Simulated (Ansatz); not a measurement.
# TiB₂ (model structure, started from the MoSi2 type, I4/mmm, No. 139, 3 atoms in the cell)

All values below come from PBEsol in Ansatz (plane waves, PAW).

Run with plane-wave cutoff 500 eV, 20×20×20 k mesh, Fermi–Dirac smearing 0.05 eV, no spin polarisation, scalar-relativistic PAW data made under PBE.

Cell (relaxed at this level):

```cif
data_B2Ti
_chemical_formula_sum 'Ti1 B2'
_space_group_name_H-M_alt 'P 1'
_space_group_IT_number 1
_cell_length_a 3.72798
_cell_length_b 3.72798
_cell_length_c 3.72798
_cell_angle_alpha 129.777
_cell_angle_beta 129.777
_cell_angle_gamma 73.764
loop_
_space_group_symop_operation_xyz
  'x, y, z'
loop_
_atom_site_label
_atom_site_type_symbol
_atom_site_fract_x
_atom_site_fract_y
_atom_site_fract_z
_atom_site_occupancy
Ti1 Ti 0.00000 0.00000 0.00000 1
B1 B 0.36799 0.36799 0.00000 1
B2 B 0.63201 0.63201 0.00000 1
```

For TiB₂ (model structure, started from the MoSi2 type, I4/mmm, No. 139, 3 atoms in the cell), the band gap is zero (no gap).

Note: the relaxation could raise the start's symmetry but not lower it, so the cell can be a saddle point.

A model structure was made by putting elements into a prototype or built by hand; it is no filed structure, need not be a known phase, and can be a saddle point held by its symmetry.

Ansatz is a first-principles code.
